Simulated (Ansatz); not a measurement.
# InSb, response to strain

Take InSb in the zinc blende structure (space group F-43m, No. 216; a = 6.556 Å) as the base. Axes: x, y, z lie along the cube axes.

Strains are applied to the cell and any free atomic positions relax; under biaxial strain the out-of-plane vector relaxes too; under stress the whole cell relaxes.

Computed with r2SCAN (Ansatz, a program for electronic structure; PAW; 500 eV plane waves; no spin-orbit coupling).

Notes on the quantities. pressure: mean of the normal stresses, compression positive; energy relative to the base: free energy F.

| case | pressure | energy relative to the base | space group | volume per atom |
|---|---|---|---|---|
| base | 0.0 GPa | 0 meV/atom | F-43m (No. 216) | 35.22 Å³ |
| biaxial strain +0.57 %, plane normal [001], relaxed out of plane | -0.2 GPa | … | I-4m2 (No. 119) | 35.41 Å³ |
| biaxial strain −1.22 %, plane normal [111], relaxed out of plane | 0.8 GPa | … | R3m (No. 160) | 34.62 Å³ |
| biaxial strain +1.04 %, plane normal [111], relaxed out of plane | -0.6 GPa | +2.1 meV/atom | R3m (No. 160) | 35.75 Å³ |
| uniaxial stress, 1 GPa compression along x | – | +2.9 meV/atom | I-4m2 (No. 119) | 34.95 Å³ |
| tensor shear ε_xz = +1.18 % | 0.0 GPa | … | Imm2 (No. 44) | 35.22 Å³ |

Problem. What belongs in the blanks?

Solution. 
- biaxial strain +0.57 %, plane normal [001], relaxed out of plane, energy relative to the base: +0.4 meV/atom
- biaxial strain −1.22 %, plane normal [111], relaxed out of plane, energy relative to the base: +3.1 meV/atom
- tensor shear ε_xz = +1.18 %, energy relative to the base: +1.8 meV/atom

Stability under load was not tested beyond the relaxation. The final runs are not spin-polarised.
